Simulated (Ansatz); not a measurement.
Base system: BN in the zinc blende structure (space group F-43m, No. 216; a = 3.6057 Å). Axes: x, y, z lie along the cube axes.

Structures relaxed with PBEsol (Ansatz, an electronic-structure program), no SOC.

Base:

Simulated powder pattern, Cu Kα1, λ = 1.54056 Å (kinematic, ideal powder, no thermal factors, no anomalous dispersion; the 14 strongest lines at most, above 2 %, up to 2θ = 90°):

```tsv
2θ (°)	I/Imax (%)	hkl
43.43	100	(111)
50.59	4.8	(200)
74.35	37	(220)
```

After one change:

Simulated powder pattern, Cu Kα1, λ = 1.54056 Å (kinematic, ideal powder, no thermal factors, no anomalous dispersion; the 14 strongest lines at most, above 2 %, up to 2θ = 90°):

```
2θ (°)  I/Imax (%)
------  ----------
43.31           35
44.11          100
51.15          6.4
74.68           26
75.83           25
```

Problem. Name the change that was made.
A) biaxial strain −0.83 %, plane normal [111], relaxed out of plane
B) biaxial strain −1.67 %, plane normal [111], relaxed out of plane
C) biaxial strain +0.42 %, plane normal [111], relaxed out of plane
D) biaxial strain +0.83 %, plane normal [111], relaxed out of plane

Solution. B, biaxial strain −1.67 %, plane normal [111], relaxed out of plane. Its volume per atom is 5.68 Å³ against 5.86 Å³, and its space group is R3m (No. 160).

Stability against distortions was not tested.
